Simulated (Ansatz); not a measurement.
# Ansatz run on a sheet of GaSb (2 atoms in the cell): self-consistent single point

Method of the run: LDA (PW92), default PAW files made with PBE (plane waves; Ansatz, an electronic-structure program).

Input:

Ansatz 0.2 input:
```yaml
crystal:
  lattice:
    - [4.270367, 0.000000, 0.000000]
    - [-2.135183, 3.698246, 0.000000]
    - [0.000000, 0.000000, 14.000000]
  atoms:
    - { symbol: Ga, position: [0.666667, 0.333333, 0.500000] }
    - { symbol: Sb, position: [0.333333, 0.666667, 0.500000] }
kpoints:
  mp_grid:
    grid: [9, 9, 1]
hamiltonian:
  xc: lda
  pseudopotentials:
    kind: paw
scf:
  occupations:
    method: gaussian
    width: 0.1
output:
  forces: true
  eigenvalues: true
  stress: true
```

The program printed (abridged):

```
WARN the atoms were moved onto the symmetric positions of the space group found under crystal.symmetry.tolerance 1.0e-5 (fractional …
WARN basis.ecutwfc = 420 eV, the default
WARN ansatz: RAYON_NUM_THREADS=1 ignored (pool sized by the plan → 1); use --threads N
Pseudopotentials: kind: paw
Pseudopotential: Ga, paw, valence charge 13
Pseudopotential: Sb, paw, valence charge 15
Crystal: 2 atoms, lattice volume = 221.100 Å³
Basis set: ecut = 420 eV, 4325 PW (Γ)
Bands: 18, of which v1, the nominal top of the filled ones, is band 14 counted from 1 (13 counted from 0)
Symmetry: 12 space group operations
Space group: P-6m2 (ITA 187), of the structure as read, at distance tolerance 6.0e-5 Å
k-points: 12 of 81 (time reversal used)
PAW frozen core: Ga, regenerated for the run's functional, and the local potential with it
PAW frozen core: Sb, regenerated for the run's functional, and the local potential with it
Initial density: superposition of atomic densities (neutral atoms: chi_scale 0, normalization atom), corrected by the library's trained network
Initial wavefunctions: pseudopotential atomic-orbital guess
Eigensolver: davidson
Functional: x = slater, c = lda
SCF iter   1: F=—  HF=-10041.845961 eV  |F-HF|=—  |Δ(HF+E_count)|=         —  Δρ=3.27e-3  dr2=1.99e-2  ethr=1.77e-3  ⟨swp⟩=6.2  Hψ=1182  notcnv=0
all-band conjugate gradients solve this SCF's bands
preconditioner: auto → LDOS
SCF iter   2: F=—  HF=-10041.846460 eV  |F-HF|=—  |Δ(HF+E_count)|=   4.98e-4  Δρ=1.28e-3  dr2=5.43e-3  ethr=7.09e-5  ⟨swp⟩=2.0  Hψ=528  notcnv=0
SCF iter   3: F=—  HF=-10041.844071 eV  |F-HF|=—  |Δ(HF+E_count)|=   2.39e-3  Δρ=3.34e-4  dr2=2.73e-4  ethr=1.94e-5  ⟨swp⟩=2.0  Hψ=385  notcnv=0
SCF iter   4: F=—  HF=-10041.843997 eV  |F-HF|=—  |Δ(HF+E_count)|=   7.40e-5  Δρ=3.23e-5  dr2=2.59e-6  ethr=9.74e-7  ⟨swp⟩=2.0  Hψ=385  notcnv=0
SCF iter   5: F=—  HF=-10041.843962 eV  |F-HF|=—  |Δ(HF+E_count)|=   3.44e-5  Δρ=1.40e-5  dr2=3.25e-7  ethr=9.24e-9  ⟨swp⟩=2.3  Hψ=329  notcnv=0
SCF iter   6: F=-10041.843962 eV  HF=-10041.843962 eV  |F-HF|=2.96e-8  |Δ(HF+E_count)|=   2.41e-7  Δρ=2.38e-6  dr2=1.70e-8  ethr=3.57e-10  ⟨swp⟩=8.4  Hψ=1241  notcnv=0
SCF 1 converged in 6 iterations: F = -10041.843962 eV  dr2 = 1.70e-8
SCF converged after 6 iterations
Free energy (F): -10041.843962 eV
Harris-Foulkes:  -10041.843962 eV  (|F-HF|=2.96e-8)
Internal energy: -10041.842085 eV  (E = F + TS)
E sigma→0 (E₀):  -10041.843024 eV
Entropy (-TS):   -0.001877 eV (-0.939 meV/atom)
Fermi energy:    -1.944931 eV
--- Per-component energies (eV) ---
  E_band       = -528.972918
  E_kinetic    = 325.372789
  E_local      = -11505.173077  (includes V_loc(G=0)·N_el)
  E_nonlocal   = 793.112741
  E_hartree    = 5461.108344
  E_xc         = -206.239897
  E_vxc        = -155.311228  (∫ρ·V_xc dr)
  E_paw        = -6339.365077  (= ΣΔE_a)
  E_vpaw       = -909.202427  (= ΣTr[D̂ρ^β])
  E_aug_tail   = -0.000131  (compensation charges beyond the density's cutoff)
  E_ewald      = 1427.054920
  E_core_change = 2.287303  (= ΣΔE_core)
  E_smearing   = -0.001877  (= −TS)
  E_closure    = -0.000000  (closes the sum)
  Σ components = -10041.843962   (vs F -10041.843962, Δ=0.00e0)
--- Forces (eV/Å), atoms counted from 1 ---
  atom   1  Ga     0.00000000     0.00000000    -0.00000000
  atom   2  Sb     0.00000000    -0.00000000    -0.00000000
  max |Σ_I F_I| component: 3.70e-17 eV/Å
--- Stress (GPa, compression-positive) ---
        0.971825       0.000000       0.000000
        0.000000       0.971825      -0.000000
        0.000000      -0.000000       0.000050
  P = ⅓ Tr σ = 0.6479 GPa (6.479 kbar)
  The stress holds the Pulay correction. Without it, at fixed plane waves, as pw.x and ABINIT print it: P = 0.6398 GPa
--- Band table (eV; the first three rows and the last of 12) ---
  k-point 0: bands = ["-30.4694", "-30.4694", "-30.3116", "-30.3116", "-30.3096", "-17.2821", "-17.2661", "-17.2661", "-17.1814", "-17.1814", "-12.8783", "-4.1774", "-2.7675", "-2.7675", "-1.9937", "1.7428", "1.8803", "1.8803"]
  k-point 1: bands = ["-30.4699", "-30.4689", "-30.3118", "-30.3117", "-30.3090", "-17.2855", "-17.2613", "-17.2589", "-17.1827", "-17.1814", "-12.7630", "-4.2602", "-4.0504", "-3.0217", "-0.7362", "1.7390", "1.9935", "2.3852"]
  k-point 2: bands = ["-30.4711", "-30.4676", "-30.3123", "-30.3119", "-30.3073", "-17.2913", "-17.2491", "-17.2442", "-17.1858", "-17.1814", "-12.4245", "-5.9831", "-3.6804", "-3.5354", "-0.2974", "2.2217", "2.2522", "2.8771"]
  k-point 11: bands = ["-30.4694", "-30.4693", "-30.3132", "-30.3127", "-30.3034", "-17.2952", "-17.2264", "-17.2127", "-17.1917", "-17.1829", "-10.9229", "-8.8126", "-5.8340", "-1.9670", "-0.4536", "3.0487", "3.3199", "3.9143"]
```

The run converged in 6 iterations.

The starting cell was generated: these elements placed on a structure prototype, without a prior relaxation; it need not be a known phase or ordering of this composition. Spin-orbit coupling is off.
